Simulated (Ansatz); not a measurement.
Results of G0W0@PBEsol+SOC in Ansatz (plane waves, hard PAW, contour deformation, complete-basis limit, spin–orbit shift from PBEsol) for antifluorite K2S.

Settings: largest k mesh 6×6×6 (not extrapolated in the mesh).

The cell has the measured lattice: a = b = c = 7.3910 Å, α = β = γ = 90.00°.

### Question
What does this level give for the band gap?

### Answer

* **band gap**: 3.99 eV

Note: spin–orbit coupling enters as the shift of the gap found with a semilocal functional; cell and atoms aren't relaxed at this level.

It cost about 40 core-minutes (a rough figure) of CPU time.

Ansatz is an electronic-structure program.
